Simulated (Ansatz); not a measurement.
Where the default PAW files enter, the runs use the earlier of Ansatz's two default sets.

```xyz
4
Lattice="3.1350 0.0000 0.0000 -1.5675 2.7150 0.0000 0.0000 0.0000 5.1462" Properties=species:S:1:pos:R:3 pbc="T T T"
Si     0.0000     1.8100     2.5710
Si     1.5675     0.9050     5.1441
C      0.0000     1.8100     4.5049
C      1.5675     0.9050     1.9319
```

Space group of this cell: P6_3mc, wurtzite. The cell is strained (all lengths scaled by 1.02); by r2SCAN its mean pressure is -11.7 GPa.

Transport runs along the normal of the first two printed cell vectors, the (001) plane of the conventional cell.

The gap is the functional's own. No spin-orbit coupling. Mid-gap values are those at the computed energy nearest the middle.

Task: Give the band gap and the smallest decay constant κ at mid-gap that r2SCAN (Ansatz, a first-principles code) yields.

Result: Gap 2.73 eV on a 12×12×6 mesh; κ = 0.234 1/Å, at the zone centre.
